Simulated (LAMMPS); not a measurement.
LAMMPS 22 Jul 2025, classical MD, Vashishta (SiC.vashishta): SiC, 5832 atoms.

```json
{
  "task": "MD, nve",
  "potential": "Vashishta, SiC.vashishta",
  "copies_of_the_repeat_unit": "9×9×9",
  "shape (slab and sphere leave vacuum in the box)": "bulk",
  "neighbor_skin": "2 Å",
  "neigh_modify": "every 1 delay 0 check yes",
  "newton": "on (default)",
  "atom_modify sort (bins of 2 Å where set)": "1000 (default)",
  "comm_style": "brick (default)",
  "box": "39.2 × 39.2 × 39.2 Å",
  "start": "generated zinc blende lattice, warmed in an untimed run"
}
```

All runs start from one configuration, warmed at this fixed volume for 1000 steps under a thermostat at 1200 K. The run at the shortest step has a mean temperature of 1210 K and a mean pressure of 7.1 GPa.

Each run covers about 2.0 ps at constant energy (mean temperature 1210 K at the shortest step); σ is the standard deviation over the printed steps. Single runs; times are not shown.

Steps tried: 0.5 fs, 1 fs, 2 fs, 2.5 fs, 4 fs, 5 fs, 8 fs, 10 fs, 16 fs, 20 fs, 32 fs.

### Question
What is the longest step at which the total energy fluctuates by under 10 % of the kinetic energy's fluctuation?

### Answer
2.5 fs. The run fails or blows up at 5 fs, 8 fs, 10 fs, 16 fs, 20 fs, 32 fs.

```json
[
 {"time step": "0.5 fs", "σ(E total)/σ(E kinetic)": "0.0015", "last minus first total energy (meV/atom)": "+0.0019", "mean temperature (K)": "1210"},
 {"time step": "1 fs", "σ(E total)/σ(E kinetic)": "0.0062", "last minus first total energy (meV/atom)": "+0.0049", "mean temperature (K)": "1210"},
 {"time step": "2 fs", "σ(E total)/σ(E kinetic)": "0.025", "last minus first total energy (meV/atom)": "+0.060", "mean temperature (K)": "1200"},
 {"time step": "2.5 fs", "σ(E total)/σ(E kinetic)": "0.039", "last minus first total energy (meV/atom)": "+0.18", "mean temperature (K)": "1190"},
 {"time step": "4 fs", "σ(E total)/σ(E kinetic)": "0.19", "last minus first total energy (meV/atom)": "+1.5", "mean temperature (K)": "1170"},
 {"time step": "5 fs", "σ(E total)/σ(E kinetic)": "stops: Lost atoms", "last minus first total energy (meV/atom)": "—", "mean temperature (K)": "—"},
 {"time step": "8 fs", "σ(E total)/σ(E kinetic)": "stops: Lost atoms", "last minus first total energy (meV/atom)": "—", "mean temperature (K)": "—"},
 {"time step": "10 fs", "σ(E total)/σ(E kinetic)": "stops: Lost atoms", "last minus first total energy (meV/atom)": "—", "mean temperature (K)": "—"},
 {"time step": "16 fs", "σ(E total)/σ(E kinetic)": "stops: Lost atoms", "last minus first total energy (meV/atom)": "—", "mean temperature (K)": "—"},
 {"time step": "20 fs", "σ(E total)/σ(E kinetic)": "stops: Lost atoms", "last minus first total energy (meV/atom)": "—", "mean temperature (K)": "—"},
 {"time step": "32 fs", "σ(E total)/σ(E kinetic)": "stops: Lost atoms", "last minus first total energy (meV/atom)": "—", "mean temperature (K)": "—"}
]
```

The bar is a choice.
